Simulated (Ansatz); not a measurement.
# How the lattice parameter a of BeS (model structure, started from the BN type, Pm-3n, No. 223, 12 atoms in the cell) moves with the method

No measured value is used here.

```json
[
 {"level (code)": "LDA (Ansatz)", "value (Å)": "5.913"},
 {"level (code)": "PBE (Ansatz)", "value (Å)": "6.004"},
 {"level (code)": "PBEsol (Ansatz)", "value (Å)": "5.965"},
 {"level (code)": "PBE-D3(BJ) (Ansatz)", "value (Å)": "…"},
 {"level (code)": "r²SCAN (Ansatz)", "value (Å)": "…"},
 {"level (code)": "r²SCAN+rVV10 (Ansatz)", "value (Å)": "5.984"}
]
```

Task: Some entries are withheld; supply them.

Result: 
- PBE-D3(BJ) (Ansatz, a quantum-chemistry and plane-wave program), value (Å): 5.944
- r²SCAN (Ansatz), value (Å): 5.996

Cutoffs differ between the levels. Ansatz's density-functional and Hartree–Fock values are scalar-relativistic unless marked +SOC, with PAW data made under PBE.

A model structure was made by putting elements into a prototype or built by hand; it is no filed structure, need not be a known phase, and can be a saddle point held by its symmetry.
